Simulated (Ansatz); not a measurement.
Data:

```xyz
2
Lattice="0.0000 2.2489 2.2489 2.2489 0.0000 2.2489 2.2489 2.2489 0.0000" Properties=species:S:1:pos:R:3 pbc="T T T"
N      3.3734     3.3734     3.3734
Ga     0.0000     0.0000     0.0000
```

No spin polarisation.

Computed with r2SCAN (Ansatz, a first-principles code, PAW, scalar-relativistic without spin-orbit coupling). Settings: 13×13×13 k-points, 0.05 eV Fermi–Dirac smearing.

Task: Predict the width of the top valence band, hole mass and space group.

Result: The width of the top valence band is 3.72 eV, the hole mass (degenerate bands, along [100]) comes out as 0.18, 0.86, 0.86 mₑ (at Γ) and the space group is F-43m (No. 216).

The levels and masses belong to the bands next to the band gap. Masses are band curvatures over ±0.01 Å⁻¹ around the edge. Whether these cells are dynamically stable was not tested. The cell was made from BN by this change: B → Ga. This is not the structure that GaN has at room temperature and ambient pressure.
